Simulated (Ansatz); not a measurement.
Functionals compared on the (115) surface of diamond, 2 pairs of surface atoms bonded, no caps (bottom of the slab: built like the top, H on every dangling bond, free), in Ansatz (plane waves, PAW). The structure was relaxed with PBE; the other rows are single points on it. Cutoff 420 eV (500 eV for r2SCAN).

Set-up: 62 atoms, 10.8 Å thick at the start with caps and adatoms (thin: gaps and levels are the slab's own); mesh 5x4x1; 0.025 eV smearing; dipole correction on; 12 atoms held, the rest relaxed; no symmetry held; no spin, no spin-orbit, no U. In PBE it is, or lies within 0.01 eV a 1x1 cell of, the lowest of the 2 structures of its composition computed so far; subsurface sites and larger cells were not tried. These notes are the PBE run's.

```csv
functional,gap of the slab on its k-mesh (eV),highest filled level below the top vacuum level (eV),rough cost of the single point
PBE,1.75,5.87,–
r2SCAN,(withheld),(withheld),very roughly 9 core-minutes
```

Question: Fill in the missing entries.

Answer: 
- r2SCAN, gap of the slab on its k-mesh (eV): 1.90
- r2SCAN, highest filled level below the top vacuum level (eV): 6.05

Ansatz is a quantum-chemistry and plane-wave program.
